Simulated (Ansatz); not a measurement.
Hg (R-3m, No. 166, 1 atom in the cell), treated with PBEsol (PAW; Ansatz, a quantum-chemistry and plane-wave program).

The run printed, among other lines:

```
Relaxation: its limit of steps is 80 (relax.max_steps)
Crystal: 1 atoms, lattice volume = 22.986 Å³
Basis set: ecut = 520 eV, 643 PW (Γ), exchange–correlation on 48×48×48 points (8 copies of the dense FFT grid, shifted against one another)
Bands: 14, of which v1, the nominal top of the filled ones, is band 10 counted from 1 (9 counted from 0)
Symmetry: 12 space group operations
Space group: R-3m (ITA 166), of the structure as read, at distance tolerance 2.8e-5 Å
k-points: 781 of 8000
Functional: x = pbesol(κ = 0.804, μ = 0.12345679012345678), c = pbesol(β = 0.046)
SCF iter   1: F=—  HF=-13668.009788 eV  |F-HF|=—  |Δ(HF+E_count)|=         —  Δρ=3.26e-3  dr2=2.51e-3
SCF iter   2: F=—  HF=-13668.009497 eV  |F-HF|=—  |Δ(HF+E_count)|=   2.91e-4  Δρ=1.34e-3  dr2=4.31e-4
  ...
SCF 1 converged in 6 iterations: F = -13668.009360 eV  dr2 = 1.41e-10
Crystal: 1 atoms, lattice volume = 22.986 Å³
Basis set: ecut = 520 eV, 645 PW (Γ), exchange–correlation on 48×48×48 points (8 copies of the dense FFT grid, shifted against one another)
Initial density: handed on by an earlier stage of this run
SCF 2 converged in 4 iterations: F = -13668.010183 eV  dr2 = 3.41e-9
Crystal: 1 atoms, lattice volume = 22.986 Å³
Basis set: ecut = 520 eV, 633 PW (Γ), exchange–correlation on 48×48×48 points (8 copies of the dense FFT grid, shifted against one another)
SCF 3 converged in 4 iterations: F = -13668.010843 eV  dr2 = 1.28e-8
Crystal: 1 atoms, lattice volume = 22.986 Å³
SCF iter   4: F=—  HF=-13668.010852 eV  |F-HF|=—  |Δ(HF+E_count)|=  1.46e-11  Δρ=2.36e-7  dr2=8.32e-12
SCF iter   5: F=-13668.010852 eV  HF=-13668.010852 eV  |F-HF|=1.82e-12  |Δ(HF+E_count)|=  1.82e-12  Δρ=3.87e-8  dr2=1.38e-13
SCF 4 converged in 5 iterations: F = -13668.010852 eV  dr2 = 1.38e-13
SCF converged after 5 iterations
Free energy (F): -13668.010852 eV
Internal energy: -13668.008888 eV  (E = F + TS)
E sigma→0 (E₀):  -13668.009870 eV
Fermi energy:    15.253265 eV
--- Forces (eV/Å), atoms counted from 1 ---
  atom   1  Hg     0.00000000    -0.00000000    -0.00000000
--- Stress (GPa, compression-positive) ---
        1.586187      -0.000000      -0.007300
       -0.000000       1.602432      -0.000000
       -0.007300      -0.000000       1.599152
  P = ⅓ Tr σ = 1.5959 GPa (15.959 kbar)
```

### Question
Write an input file that could have produced this run (the log leaves some choices open).

### Answer
This is not unique; one that fits is 
Ansatz 0.2 input:
```yaml
crystal:
  lattice:
    - [2.3682829457, -1.7610645255, -0.0504937192]
    - [2.3682829457, 1.7610645255, -0.0504937192]
    - [1.1180686221, 0.0, 2.7317731505]
  atoms:
    - { symbol: Hg, position: [0.0, 0.0, 0.0] }
basis:
  ecutwfc: 520
  ecutrho_ratio: 4
  xc_grid: 2
kpoints:
  mp_grid: { grid: [20, 20, 20] }
hamiltonian:
  xc: pbesol
  dispersion: none
  pseudopotentials: { kind: paw }
scf:
  occupations: { method: fermi_dirac, width: 0.05 }
output:
  forces: false
  stress: true
  eigenvalues: true
relax:
  f_tol: 0.004
  escape_saddle: false
  max_steps: 80
  cell: { stress_tol: 0.02, fix: [volume] }
```

The cell is one volume of an energy–volume scan, off the minimum.

The PAW data were made under PBE.

Note: the relaxation could not lower the start's symmetry, so the cell can be a saddle point above a distorted one.
